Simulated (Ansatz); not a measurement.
Structures of equal composition on the (111) surface of fcc Pt: a layer of Zn in place of the second plane; a layer of Zn in place of the third plane. The slabs share one bottom face, and each structure is named by its start. These are constructed structures in small cells; real faces may alloy, dewet or reconstruct in larger ones, and not all known structures of the face are among them. Slabs of about 11 Å with all that they carry, Fermi-Dirac smearing of 0.1 eV. Bottom of the slabs: a bare face, its two planes held. Relaxed from the named starts with such symmetry as they have, on meshes of like density; energies extrapolated to zero smearing; no spin-orbit coupling, no U. Spin-polarised runs, if any, are marked in brackets, and their order is one that fits the cell; the others ran without spin.

Level of theory: PBE (plane waves to 420 eV, PAW; Ansatz, an electronic-structure program).

**Question.** Order them by energy per 1x1 cell (lowest first) at the level PBE.

**Answer.** a layer of Zn in place of the second plane (0.000 eV), a layer of Zn in place of the third plane (0.292 eV)
